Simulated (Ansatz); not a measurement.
We consider Sn (model structure, started from the lonsdaleite type, P6₃/mmc, No. 194, 4 atoms in the cell), described by r²SCAN (PAW; Ansatz, a program for electronic structure).

Numerical settings: plane-wave cutoff 560 eV, 18×18×8 k mesh (along the axes of the cell as run), Fermi–Dirac smearing 0.05 eV, scalar-relativistic PAW data made under PBE.

Cell (relaxed at this level):

```xyz
4
Lattice="4.6274 0.0000 0.0000 -2.3137 4.0075 0.0000 0.0000 0.0000 7.6257" Properties=species:S:1:pos:R:3 pbc="T T T"
Sn     0.0000     2.6716     0.4799
Sn     2.3137     1.3358     4.2927
Sn     2.3137     1.3358     7.1457
Sn     0.0000     2.6716     3.3329
```

**Question.** Predict the bulk modulus.

**Answer.** 
bulk modulus: 43.1 GPa

The run finds no gap.

Note: the bulk modulus is −V dP/dV from two relaxed cells at ±2 % in volume; the relaxation could raise the start's symmetry but not lower it, so the cell can be a saddle point.

Spin–orbit coupling is not included.

The computed numbers hold no vibrational or temperature effects.

Computing time: very roughly 10 core-minutes.

A model structure was made by putting elements into a prototype or built by hand; it is no filed structure, need not be a known phase, and can be a saddle point held by its symmetry.
